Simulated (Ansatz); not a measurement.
Cell and atoms of amorphous Si16Ge8O48:

```xyz
72
Lattice="10.3133 0.2762 0.1325 0.2762 9.9087 -0.5033 0.1325 -0.5033 10.5377" Properties=species:S:1:pos:R:3 pbc="T T T"
Si     4.1035     6.7342     1.7152
Si     8.9296     2.6520     3.7401
Si     1.6583     8.8379     1.9663
Si     3.6745     6.0174     9.3394
Si     1.8458     0.7806     6.6640
Si     2.9793     1.1562     3.6745
Si     9.9768     7.5521     3.6019
Si     2.4748     1.5877     9.4523
Si     3.7597     4.1308     3.3613
Si     9.6492     4.3951     7.0307
Si     0.5038     9.1168     9.7544
Si     2.2329     8.4953     8.0413
Si     6.8870     9.5094     6.9566
Si     9.0753     1.5278     6.5767
Si     6.3546     3.5130     4.9720
Si     5.5533     1.3352     9.7155
Ge     7.0495     7.2476     2.9027
Ge     8.1111     6.9513     5.8695
Ge     8.0231     5.2840     0.2485
Ge     5.7422     0.2002     4.6518
Ge     6.0810     4.2571     8.2227
Ge     8.0307     2.0085     0.8007
Ge     0.8286     4.3784     4.0223
Ge     0.8777     4.3249     9.7242
O      0.5325     5.9043     3.2695
O      7.9178     0.5389     7.1275
O      2.2666     5.3859     9.8523
O      4.2325     0.1554     3.7727
O      7.0422     5.8221     1.5754
O      5.9168     2.6116     8.8051
O     10.3155     3.3860     3.2033
O      0.6589     8.5359     3.1954
O      6.2999     1.7475     0.5659
O      5.1887     4.2343     4.0982
O      2.3072     1.2708     5.1946
O      8.8067     2.9998     7.2486
O      1.9349     0.4486     2.6470
O      7.3796     7.9672     7.1039
O      1.5294     2.6883    10.1696
O      4.5008     5.0650     8.3130
O      3.9483     1.4046    10.1006
O      9.1579     1.5840     4.9522
O      9.5426     7.7255     5.1751
O      8.6697     5.6634     6.9216
O      8.3796     1.7486     2.4853
O      2.5416     1.7284     7.8271
O      7.0399     6.4726     4.5624
O      9.2122     0.3699    10.3953
O      3.4086     2.5677     2.9738
O      6.3035     4.1436     6.4808
O      7.8253     3.7569     4.2503
O      3.3294     7.4437     8.5367
O      6.1426     1.9048     4.9292
O      5.9018    -0.0125     8.8785
O      0.2212     3.9253     5.5746
O      5.2643     7.3536     2.6403
O      1.7399     0.0138     9.6802
O      8.4917     3.5523     0.1559
O      9.7367     5.8691     0.1979
O      2.5689     9.1345     6.6015
O      7.2875     5.0758     9.2261
O      0.4680     4.2667     8.0435
O      2.5430     4.4970     4.3866
O      7.1710     9.0957     3.3544
O      3.7446     5.1590     2.0874
O      0.6859     8.0985     8.4596
O      8.8045     7.4689     2.4967
O      4.4506     6.8256     0.1096
O      0.7817     8.8928     0.5712
O      0.2459     0.7601     6.9235
O      5.7203     9.6212     5.8262
O      2.7778     7.6853     1.8938
```

The numbers are results of PBE, scalar-relativistic without spin-orbit coupling (plane waves to 420 eV, PAW; Ansatz, a quantum-chemistry and plane-wave program), not measurements.

A CHGNet melt-quench gave the starting glass, which DFT then relaxed. O atoms were pushed apart under 1.9 Å during the dynamics, to hinder bonds among them. The hot cell started wider than the set density and was brought back towards it in steps. It is the lowest in DFT energy of 2 quenches. It is a model cell: composition and starting density were chosen by hand, and all elements were melted together. No dispersion term was used. Its density started from a set value of 2.89 and ended at 2.78 g/cm³. The quench (nominally 390 K/ps over its main leg) was far faster than any real one, so the model tends to hold more defects than a real film. One small periodic cell is one sample of the glass; other quenches scatter about these values. Volume and shape were free in the relaxation.

Neighbours within Si-Si 2.60 Å, Si-Ge 2.70 Å, Si-O 1.98 Å, Ge-Ge 2.81 Å, Ge-O 2.12 Å, O-O 1.58 Å count as bonded. Two cations that share two anions don't count as bonded, nor two that share one unless they lie closer than Si-Si 2.38 Å, Si-Ge 2.47 Å, Ge-Ge 2.57 Å.

Q: Give the coordination numbers, mean bond lengths and angles.

A: 
```json
{
  "Mean coordination of Si by anions": "4.00 (16 with 4)",
  "Mean coordination of Ge by anions": "4.12 (7 with 4, 1 with 5)",
  "Mean coordination of O": "2.02 (47 with 2, 1 with 3)",
  "Mean Si-O bond": "1.639 Å (spread 0.041 Å, 64 counted)",
  "Mean Ge-O bond": "1.779 Å (spread 0.048 Å, 33 counted)",
  "Bond angle at Si": "mean 109.3°, spread 5.3°",
  "Bond angle at Ge": "mean 108.9°, spread 12.7°",
  "Bond angle at O": "mean 137.8°, spread 15.8°"
}
```

Q: Which atoms depart from the most common coordination of their element?

A: Ge17 has 5 (O56 1.81 Å, O67 1.81 Å, O47 1.83 Å, O64 1.91 Å, O29 1.95 Å); O57 has 3 (Si8 1.75 Å, Si11 1.81 Å, Si12 1.84 Å).

Q: List the pairs of like atoms that count as bonded by the rules above.

A: There are none by these rules.
